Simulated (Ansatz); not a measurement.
Base system: Al in the fcc (Cu type) structure (space group Fm-3m, No. 225; relaxed with 0.1 eV smearing).

```cif
data_Al4
_chemical_formula_sum 'Al4'
_space_group_name_H-M_alt 'Fm-3m'
_space_group_IT_number 225
_space_group_name_Hall '-F 4 2 3'
_cell_length_a 4.04124
_cell_length_b 4.04124
_cell_length_c 4.04124
_cell_angle_alpha 90.000
_cell_angle_beta 90.000
_cell_angle_gamma 90.000
loop_
_atom_site_label
_atom_site_type_symbol
_atom_site_symmetry_multiplicity
_atom_site_Wyckoff_symbol
_atom_site_fract_x
_atom_site_fract_y
_atom_site_fract_z
_atom_site_occupancy
Al1 Al 4 a 0.00000 0.00000 0.00000 1
```
(The calculation used a cell of 1 atom; values per cell refer to that cell.)

The values are results of Ansatz (a quantum-chemistry and plane-wave program) PBE, spin-orbit coupling left out, not measurements.

For the base:

The pressure comes out as 0.0 GPa.

Now apply this change: the cell is scaled by 1.0250 in all directions; the atoms relax in the strained cell.

Problem. Predict the new energy relative to the base.

Solution. The energy goes up by 21 meV/atom.

Problem. What does the calculation give for the pressure after the change?

Solution. The pressure goes from zero to -4.8 GPa.

No phonon test of stability was made.
